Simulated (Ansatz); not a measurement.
The starting structures come from a database of crystals and need not be the phases stable at ambient conditions.

Tunnelling through a barrier is set by its complex band structure: the current falls as exp(−2κd) with the smallest κ.

Here is the system:

```
LaNbO4
1.0
    5.23849     0.00000     0.00000
    0.00000    11.54873     0.00000
    2.42385     5.77437     2.78269
La Nb O
2 2 8
Direct
  0.75000   0.37057   0.00000
  0.25000   0.62943   0.00000
  0.75000   0.89547   0.00000
  0.25000   0.10453   0.00000
  0.18751   0.20635   0.52272
  0.81249   0.79365   0.47728
  0.31249   0.72907   0.47728
  0.68751   0.27093   0.52272
  0.66074   0.94507   0.69824
  0.33926   0.05493   0.30176
  0.83926   0.64331   0.30176
  0.16074   0.35669   0.69824
```

Space group of this cell: C2/c. The cell is taken as given; by PBEsol its mean pressure is -5.6 GPa.

Transport runs along the normal of the first two printed cell vectors.

The gap is the functional's own, uncorrected, and κ follows it; spin-orbit coupling is left out. Mid-gap values are interpolated between the computed energies.

Q: Give the band gap and the smallest decay constant κ at mid-gap that PBEsol run with Ansatz (a quantum-chemistry and plane-wave program) yields.

A: Gap 3.63 eV on a 8×12×12 mesh; κ = 0.431 1/Å, at the zone centre.
